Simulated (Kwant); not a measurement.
System: quantum point contact (saddle potential) in a ZnO two-dimensional gas. Effective mass 0.3 mₑ, grid spacing 3.3 nm, hard walls, nominal width 100 nm (31 grid rows, so walls 105.6 nm apart), one parabolic valley, scattering region 300 nm long along x; energies count from the band bottom; Fermi energy 0.00259 eV. Potential (V0 + ½k y²) cos²(πx/L) for |x| < L/2, with V0 swept from 0.0027195 to 0 eV, k = 5e-06 eV/nm², L = 160 nm.

Constants are typed, rounded textbook-type inputs, not results; the design itself was drawn at random and stands for no fabricated device.

Model: effective-mass tight-binding model on a square grid, one spin, coherent transport at 0 K (Kwant). Conductance is in e²/h.

Problem. Compare with the saddle-point formula G = Σ 1/(1 + exp(−2π(E − V0 − ħωy(n + ½))/ħωx)), taking ħωy = ħ√(k/m) and ħωx from the curvature along x of V0 plus half of the mode's confinement energy.

Solution. ħωy = 1.13 meV; at V0 = 2.21 meV the lowest mode has ħωx = 0.698 meV.

| V0 (meV) | formula | simulation |
|---|---|---|
| 2.56 | 0.011 | 0.010 |
| 2.21 | 0.16 | 0.17 |
| 1.85 | 0.84 | 0.85 |
| 1.50 | 1.00 | 1.00 |
| 1.14 | 1.08 | 1.09 |
| 0.788 | 1.78 | 1.80 |

The formula takes a parabolic saddle in the continuum; the run has the full potential on a grid.
